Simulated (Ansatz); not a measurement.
An ideal cubic perovskite cell is held by its symmetry; such compounds can tilt or shift off centre at room temperature. The starting structures come from a database of crystals and need not be the phases stable at ambient conditions.

```xyz
5
Lattice="4.5331 0.0000 0.0000 0.0000 4.5331 0.0000 0.0000 0.0000 4.5331" Properties=species:S:1:pos:R:3 pbc="T T T"
Na     0.0000     2.2666     2.2666
Na     2.2666     0.0000     2.2666
Na     2.2666     2.2666     0.0000
Br     0.0000     0.0000     0.0000
O      2.2666     2.2666     2.2666
```

Space group of this cell: Pm-3m, anti-perovskite. The cell is taken as given.

Transport runs along the normal of the first two printed cell vectors, the (001) plane of the conventional cell.

No gap correction and no spin-orbit coupling; mid-gap values are interpolated between computed energies.

Problem. Give the band gap and the smallest decay constant κ at mid-gap that r2SCAN (Ansatz, a program for electronic structure) yields.

Solution. Gap 2.62 eV on a 8×8×8 mesh; κ = 0.266 1/Å, at the zone centre.
